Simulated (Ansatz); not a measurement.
The starting structures come from a database of crystals and need not be the phases stable at ambient conditions.

Evanescent states of KAsF₆ (R-3, not sure to be the ambient phase, 8 atoms a cell, 13.8 Å³ an atom, 2 GPa at this level) along the normal of (001)

Calculation: PBEsol (plane waves, PAW; Ansatz, a quantum-chemistry and plane-wave program).

The gap is the functional's own. No spin-orbit coupling. Mid-gap values are interpolated on the energy grid.

Energies count from the valence-band top; κ is the least over a 6×6 mesh across the current.

```csv
E (eV),κ (1/Å),where
0.12,0.447,Γ
0.38,0.471,Γ
0.62,0.490,Γ
0.88,0.506,Γ
1.12,0.518,Γ
1.38,0.527,Γ
1.62,0.532,Γ
1.88,0.536,Γ
2.12,0.536,Γ
2.38,0.534,Γ
2.62,0.529,Γ
2.88,0.522,Γ
3.12,0.512,Γ
3.38,0.499,Γ
3.62,0.482,Γ
3.88,0.461,Γ
4.12,0.435,Γ
4.38,0.403,Γ
4.62,0.362,Γ
4.88,0.307,Γ
5.12,0.226,Γ
5.38,0.015,Γ
```

How thick must the barrier be to attenuate the transmission by 10^4 when the electrodes' Fermi level lies at 5.12 eV, and what attenuation does that film give at 1.62 eV?

d = 4 ln 10 / (2 × 0.226) = 20.4 Å. At 1.62 eV it gives 4 × 0.532/0.226 = 9.4 decades.
